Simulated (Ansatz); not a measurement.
# LiF: pressure series

Consider LiF in the rock salt structure (space group Fm-3m, No. 225; a = 4.068 Å).

Cell and atoms are relaxed at each pressure.

Levels (all Ansatz, a first-principles code, PAW): PBE (420 eV, without spin-orbit coupling); r2SCAN (500 eV, spin-orbit coupling left out).

The base cell above is that of PBE; each level relaxes its own structures.

| case | lattice parameter a, PBE | lattice parameter a, r2SCAN |
|---|---|---|
| pressure −2 GPa | 4.111 Å | ___ |
| pressure −1 GPa | 4.089 Å | 4.008 Å |
| pressure 0.9 GPa | 4.051 Å | 3.975 Å |
| pressure 2.1 GPa | 4.029 Å | 3.956 Å |
| pressure 4.5 GPa | 3.989 Å | ___ |
| pressure 9 GPa | 3.925 Å | 3.866 Å |
| pressure 15 GPa | 3.857 Å | ___ |
| pressure 22.5 GPa | 3.787 Å | 3.742 Å |
| pressure 30 GPa | 3.730 Å | ___ |

Q: Some entries are withheld; estimate them.

A: 
- pressure −2 GPa, lattice parameter a, r2SCAN: 4.027 Å
- pressure 4.5 GPa, lattice parameter a, r2SCAN: 3.922 Å
- pressure 15 GPa, lattice parameter a, r2SCAN: 3.804 Å
- pressure 30 GPa, lattice parameter a, r2SCAN: 3.689 Å

PBE lies above r2SCAN in every row, by 0.041 Å to 0.084 Å. They put the cases in the same order.

Load acts through the strain it causes; cell and atoms are relaxed under it. Stability against distortions was not tested. Competing high-pressure phases were not computed.
